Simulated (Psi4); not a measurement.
Psi4 1.11, B3LYP/def2-svpd: boric acid (OB(O)O), 7 atoms. The geometry is a generated start, not checked to be a minimum at this level.

```yaml
task: energy
method: b3lyp
basis: def2-svpd
memory: 3 GB
maxiter: 100
keys_of_the_molecule_block: symmetry c1
scf_type: df (default)
e_convergence: 1e-06 (default)
d_convergence: 1e-06 (default)
dft_radial_points: 75 (default)
dft_spherical_points: 302 (default)
basis_functions: 113
grid_points: 152806
```

```xyz
7

O     -1.2149    -0.9670    -0.0604
B     -0.0945    -0.2157    -0.0157
O     -0.2280     1.1443     0.1126
O      1.0983    -0.8592    -0.1002
H     -2.0183    -0.4529     0.0113
H      0.5758     1.6596     0.1581
H      1.8815    -0.3092    -0.1055
```

With the defaults (diis = true, scf_initial_accelerator = adiis, damping_percentage = 0, guess = auto, which took SAD, level_shift = 0, level_shift_cutoff = 0.01, soscf = false, soscf_start_convergence = 0.01, diis_max_vecs = 10) it converges in 9 SCF iterations. One run each on 2 threads, with these changes:
- soscf = true, soscf_start_convergence = 0.001
- diis_max_vecs = 6
- guess = huckel
- guess = gwh
- guess = sadno
- soscf = true
- level_shift = 0.1, level_shift_cutoff = 0.001
- scf_initial_accelerator = ediis
- diis = false, scf_initial_accelerator = none, damping_percentage = 60

### Question
Name the settings that don't reach the solution of the defaults.

### Answer
No convergence: diis = false, scf_initial_accelerator = none, damping_percentage = 60 (the run ends without SCF convergence in 100 iterations). The rest reach the solution of the defaults.

```json
[
 {"setting": "soscf = true, soscf_start_convergence = 0.001", "SCF iterations": "6", "JK calls": "17", "end": "same solution"},
 {"setting": "soscf = true", "SCF iterations": "6", "JK calls": "17", "end": "same solution"},
 {"setting": "the defaults", "SCF iterations": "9", "JK calls": "10", "end": "same solution"},
 {"setting": "level_shift = 0.1, level_shift_cutoff = 0.001", "SCF iterations": "9", "JK calls": "10", "end": "same solution"},
 {"setting": "scf_initial_accelerator = ediis", "SCF iterations": "9", "JK calls": "10", "end": "same solution"},
 {"setting": "diis_max_vecs = 6", "SCF iterations": "9", "JK calls": "10", "end": "same solution"},
 {"setting": "guess = gwh", "SCF iterations": "10", "JK calls": "10", "end": "same solution"},
 {"setting": "guess = huckel", "SCF iterations": "10", "JK calls": "27", "end": "same solution"},
 {"setting": "guess = sadno", "SCF iterations": "10", "JK calls": "10", "end": "same solution"},
 {"setting": "diis = false, scf_initial_accelerator = none, damping_percentage = 60", "SCF iterations": "100", "JK calls": "101", "end": "no convergence"}
]
```

An SOSCF iteration holds several JK calls; a Hückel guess adds calls on atoms.
